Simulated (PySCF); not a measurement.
PySCF 2.14.0, WB97X/def2-svp, df: [O]=[Ca], 2 atoms. The geometry is a generated start, not checked to be a minimum at this level.

```json
{
 "task": "energy",
 "method": "wb97x",
 "basis": "def2-svp",
 "two_electron_scheme": "density fitting",
 "mol.max_memory": "3000 MB",
 "mf.max_cycle": "100",
 "mf.init_guess": "minao (default)",
 "mf.DIIS": "CDIIS (default)",
 "mf.diis_space": "8 (default)",
 "mf.conv_tol": "1e-09 (default)",
 "mf.grids.level": "3 (default)",
 "basis_functions": "38",
 "grid_points": "34512"
}
```

```xyz
2

Ca     0.0271    -0.0147    -0.9216
O     -0.0271     0.0147     0.9216
```

One run each on 2 threads, 1 BLAS thread. Values of level_shift (Hartree) tried: 0 (default), 0.1, 0.3, 1.

Q: Predict the course of the Fock builds along this series.

A: Fewest Fock builds: 0 (default) with 15. The count rises to 53 at 1. All converge to one solution.

| level_shift (Hartree) | Fock builds | end |
|---|---|---|
| 0 (default) | 15 | same solution |
| 0.1 | 18 | same solution |
| 0.3 | 25 | same solution |
| 1 | 53 | same solution |
